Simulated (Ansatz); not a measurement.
## H on the 1x1 (0001) surface of hcp Ti, one in a 2x2 cell, started at the site 'bridge Ti-Ti (span 2.9 Å)'

Level of theory: PBE (plane waves to 420 eV, PAW; Ansatz, a quantum-chemistry and plane-wave program).

Set-up: 17 atoms, 6.8 Å thick at the start under the adsorbate (thin: gaps and levels are the slab's own); mesh 6x6x1; 0.1 eV smearing; dipole correction on; 8 atoms held, the rest relaxed; held to the start's symmetry, so lower structures may exist; no spin, no spin-orbit, no U, no dispersion correction. At the end it is bonded to 3 Ti. In PBE it is, or lies within 0.03 eV of, the lowest of the starts that converged.

```json
{
 "adsorption energy against ½ H2(g)": "-1.08 eV",
 "work_function_of_the_top_face": "4.32 eV",
 "change_of_the_work_function": "-0.075 eV",
 "change_of_the_step_from_the_bottom_to_the_top_vacuum_level_against_the_clean_slab": "-0.064 eV",
 "energy_released_by_relaxation": "0.27 eV",
 "height of the binding atom over the mean of the host atoms within 0.3 Å of the top one": "1.075 Å",
 "nearest_host_atoms_of_the_binding_atom": "Ti at 1.99 Å, Ti at 1.99 Å, Ti at 1.99 Å",
 "largest_move_of_a_host_atom": "0.04 Å",
 "note": "the adsorbate left its starting site by 0.8 Å",
 "cost": "around 8 core-minutes (rough)"
}
```

A negative adsorption energy means that the adsorbate is more stable on the surface than in its reference.
